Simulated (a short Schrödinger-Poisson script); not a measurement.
Stack: MOS inversion layer, SiO2 on p-type Ge(100), at 300 K.

```tsv
layer	material	thickness (nm)	Na (cm⁻³)
1	SiO2	1.9	-
2	Ge	950	1.9e17
```

Constants are typed, rounded textbook-type inputs, not results; the design itself was drawn at random and stands for no fabricated device. SiO2: permittivity 3.9, conduction-band edge (eV) 3.1, gap (eV) 9, electron mass (mₑ) 0.5. Ge: permittivity 16, conduction-band edge (eV) 0, gap (eV) 0.664, Nv at 300 K (cm⁻³) 6e18.

Channel valleys (confinement mass, in-plane density-of-states mass, number): L4 0.12, 0.295, 4. At the gate the conduction-band edge of layer 1 lies 3.43 eV − eVg above the Fermi level of the channel; the field vanishes at the back. Gaps are held at their typed values at every temperature. Mesh 0.03 nm at interfaces.

Solved with a short Schrödinger-Poisson script written for these runs: 1D Poisson equation in equilibrium, electrons quantum, Hartree (BenDaniel-Duke, 12 states a valley, the channel's in-plane mass for all, wave functions free to enter the dielectric), parabolic valleys, classical holes, full ionisation, no traps, pinning or gate leakage.

At Vg = 1.9 V the centroid of the electrons lies 2.13 nm from the interface.

### Question
Estimate the gate capacitance as the dielectric in series with that distance, and compare.

### Answer
The dielectric alone has 1.82 μF/cm²; in series with 2.13 nm of the channel's permittivity, 1.43 μF/cm²; the run gives 1.54 μF/cm². The estimate leaves out the density-of-states capacitance and the centroid's move with voltage. Only the L valleys are kept; under strong confinement the Δ valleys of Ge fill too.
